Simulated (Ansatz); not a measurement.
Consider a periodic stack without vacuum, cubic ZrO2 (1 1 1) on zinc-blende InAs (1 1 1) (film strained to the substrate, started from cuts of the bulks and a machine-learned relaxation; slabs As12In12 and O32Zr16, which can lie off the formulas): substrate slab As12In12, film O32Zr16, surface cells [[1, 1], [-2, 1]] and [[0, -2], [2, 0]], film strained by +4.7 and +4.7 %, outermost planes In/As and O/O as cut, which need not be the usual terminations and can put a slab off its formula. Its start:

```yaml
crystal:
  lattice:
    - [7.57589, 0.00000, 0.00312]
    - [-3.78794, 6.56091, 0.03137]
    - [2.85295, 1.76853, 26.37335]
  atoms:
    - { symbol: As, position: [0.64732, 0.60152, 0.08637] }
    - { symbol: As, position: [0.26836, 0.96468, 0.08259] }
    - { symbol: As, position: [0.98808, 0.32309, 0.06476] }
    - { symbol: As, position: [0.95293, 0.60349, 0.21384] }
    - { symbol: As, position: [0.62385, 0.95957, 0.21014] }
    - { symbol: As, position: [0.26624, 0.28122, 0.21227] }
    - { symbol: As, position: [0.22033, 0.58146, 0.34192] }
    - { symbol: As, position: [0.87563, 0.91149, 0.34812] }
    - { symbol: As, position: [0.54428, 0.24504, 0.34803] }
    - { symbol: As, position: [0.42739, 0.48894, 0.49074] }
    - { symbol: As, position: [0.08913, 0.81287, 0.48379] }
    - { symbol: As, position: [0.76391, 0.17000, 0.47718] }
    - { symbol: In, position: [0.35433, 0.67131, 0.06551] }
    - { symbol: In, position: [0.94598, 0.96094, 0.04519] }
    - { symbol: In, position: [0.62925, 0.27403, 0.04477] }
    - { symbol: In, position: [0.63236, 0.61970, 0.18857] }
    - { symbol: In, position: [0.29397, 0.96026, 0.18364] }
    - { symbol: In, position: [0.96773, 0.29405, 0.16731] }
    - { symbol: In, position: [0.89488, 0.59088, 0.31500] }
    - { symbol: In, position: [0.57061, 0.93074, 0.31166] }
    - { symbol: In, position: [0.23011, 0.24830, 0.31299] }
    - { symbol: In, position: [0.16594, 0.53725, 0.44219] }
    - { symbol: In, position: [0.77305, 0.81689, 0.44880] }
    - { symbol: In, position: [0.42006, 0.16726, 0.44809] }
    - { symbol: O, position: [0.17711, 0.01635, 0.58769] }
    - { symbol: O, position: [0.60284, 0.12296, 0.53707] }
    - { symbol: O, position: [0.18491, 0.55500, 0.58652] }
    - { symbol: O, position: [0.69852, 0.54893, 0.58659] }
    - { symbol: O, position: [0.40931, 0.89773, 0.63389] }
    - { symbol: O, position: [0.80256, 0.90759, 0.62771] }
    - { symbol: O, position: [0.32289, 0.35026, 0.62644] }
    - { symbol: O, position: [0.79511, 0.28673, 0.62501] }
    - { symbol: O, position: [0.48993, 0.63076, 0.68280] }
    - { symbol: O, position: [0.97824, 0.66336, 0.67054] }
    - { symbol: O, position: [0.47657, 0.21925, 0.69074] }
    - { symbol: O, position: [0.98483, 0.21662, 0.68807] }
    - { symbol: O, position: [0.69067, 0.55612, 0.74658] }
    - { symbol: O, position: [0.16019, 0.55624, 0.74237] }
    - { symbol: O, position: [0.59205, 0.97225, 0.72976] }
    - { symbol: O, position: [0.08786, 0.97579, 0.72938] }
    - { symbol: O, position: [0.78556, 0.28883, 0.78167] }
    - { symbol: O, position: [0.28858, 0.29933, 0.78797] }
    - { symbol: O, position: [0.74541, 0.86029, 0.79817] }
    - { symbol: O, position: [0.28005, 0.89793, 0.79627] }
    - { symbol: O, position: [0.94430, 0.19355, 0.85026] }
    - { symbol: O, position: [0.50561, 0.23307, 0.85818] }
    - { symbol: O, position: [0.88891, 0.64442, 0.83779] }
    - { symbol: O, position: [0.35008, 0.61369, 0.84364] }
    - { symbol: O, position: [0.09366, 0.97041, 0.88581] }
    - { symbol: O, position: [0.56812, 0.93722, 0.89563] }
    - { symbol: O, position: [0.00751, 0.49309, 0.90773] }
    - { symbol: O, position: [0.58688, 0.57505, 0.90790] }
    - { symbol: O, position: [0.20892, 0.82629, 0.95404] }
    - { symbol: O, position: [0.83176, 0.90519, 0.96743] }
    - { symbol: O, position: [0.19065, 0.30270, 0.94057] }
    - { symbol: O, position: [0.62871, 0.22539, 0.96138] }
    - { symbol: Zr, position: [0.49934, 0.67270, 0.60505] }
    - { symbol: Zr, position: [0.01346, 0.70351, 0.59287] }
    - { symbol: Zr, position: [0.50413, 0.20524, 0.60227] }
    - { symbol: Zr, position: [0.02971, 0.21448, 0.60495] }
    - { symbol: Zr, position: [0.78563, 0.35698, 0.70459] }
    - { symbol: Zr, position: [0.27482, 0.33745, 0.71135] }
    - { symbol: Zr, position: [0.77652, 0.84640, 0.70774] }
    - { symbol: Zr, position: [0.29280, 0.85901, 0.70953] }
    - { symbol: Zr, position: [0.05526, 0.99370, 0.81190] }
    - { symbol: Zr, position: [0.57137, 0.00774, 0.81756] }
    - { symbol: Zr, position: [0.04865, 0.49077, 0.81925] }
    - { symbol: Zr, position: [0.56960, 0.51562, 0.82292] }
    - { symbol: Zr, position: [0.32336, 0.63018, 0.92346] }
    - { symbol: Zr, position: [0.88761, 0.69670, 0.92371] }
    - { symbol: Zr, position: [0.35168, 0.13825, 0.93002] }
    - { symbol: Zr, position: [0.85083, 0.15359, 0.92848] }
```

The start was prepared with a machine-learned potential, and the result is one local minimum, with the in-plane cell held and forces under 0.04 eV/Å; the film can end far from its bulk form.

The numbers are results of PBE (plane waves to 420 eV, PAW; Ansatz, a first-principles code), not measurements. Scalar-relativistic, without spin–orbit coupling; PBE gaps are too small against experiment. Its k-point mesh 4×4×1, Fermi–Dirac width 0.05 eV.

Predict the relaxed interface.

The interface area is 49.7 Å². The period is 26.50 Å, the heights between the nearest atoms of the two slabs at the two interfaces comes out as 1.27 and 1.77 Å and the In–Zr contacts across the interfaces within 1.22 times the sum of covalent radii is 4, mean 3.62 Å. The As–Zr contacts across the interfaces within 1.22 times the sum of covalent radii is 2, mean 3.01 Å and the In–O contacts across the interfaces within 1.22 times the sum of covalent radii is 2, mean 2.32 Å. The As–O contacts across the interfaces within 1.22 times the sum of covalent radii is 1, mean 1.85 Å, the two interfaces comes out as unlike, so that offsets are their mean and the spin-polarised check at this geometry comes out as falls back to no moment.
